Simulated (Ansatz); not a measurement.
**Effect of x(As) = 0.25, 8 atoms, Amm2 on InSb**

Consider InSb in the zinc blende structure (space group F-43m, No. 216; a = 6.556 Å).

The other end (x = 1) is InAs in the zinc blende structure (space group F-43m, No. 216): 28.50 Å³/atom, gap 0.08 eV.

One thing is altered: As replaces 25.0 % of the Sb, ordered in a cell of 8 atoms (starting symmetry Amm2) and fully relaxed.

Calculations: Ansatz (an electronic-structure program) r2SCAN, no SOC. k-mesh 10×7×7 (Γ-centred); smearing 0.05 eV (Fermi–Dirac), for the changed cell.

The volume per atom decreases by 1.72 Å³ to 33.50 Å³ and the density stays essentially unchanged (5.58 g/cm³ against 5.57 g/cm³). The shortest interatomic distance decreases by 0.150 Å, from 2.839 Å to 2.689 Å and the band gap stays zero. The mixing energy comes out as +0.02 eV/atom (to 0.01 eV only: unlike meshes or grids) and the deviation of the volume from the linear (Vegard-type) interpolation amounts to -0.1 %. The mean first-shell distances amounts to Sb–In 2.821 Å (end compound 2.839 Å), As–In 2.708 Å (end compound 2.645 Å).

Each cell is one ordered arrangement of few atoms, which overstates ordering effects compared with a random alloy. With Sb present, leaving out spin-orbit coupling can change the band edges. Stability against distortions was not tested. All final runs are without spin polarisation. Gaps under 0.05 eV, about the width of the smearing, are given as zero. The zero or small gap of In4Sb3As, InSb and InAs can change with the level of theory.
